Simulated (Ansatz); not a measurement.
# KF in the zinc blende structure (space group F-43m, No. 216; a hypothetical phase, not in the database extracts checked)

```xyz
2
Lattice="0.0000 2.9363 2.9363 2.9363 0.0000 2.9363 2.9363 2.9363 0.0000" Properties=species:S:1:pos:R:3 pbc="T T T"
F      4.4045     4.4045     4.4045
K      0.0000     0.0000     0.0000
```

Level of theory: r2SCAN, PAW, 500 eV (Ansatz, a first-principles code; no SOC). Γ-centred 10×10×10 mesh, Fermi–Dirac width 0.05 eV.

| Property | Result |
|---|---|
| Volume per atom | 25.32 Å³ |
| Density | 1.91 g/cm³ |
| Band gap | 5.75 eV, indirect, W → Γ |
| Electron mass | 0.64 mₑ |
| Lowest conduction-band minima above the VBM | Γ 5.75 eV |
| Total energy | -1177.463 eV/atom (σ→0; compares only within this code and set-up) |

Effective masses come from finite differences of ±0.01 Å⁻¹. Whether these cells are dynamically stable was not tested.
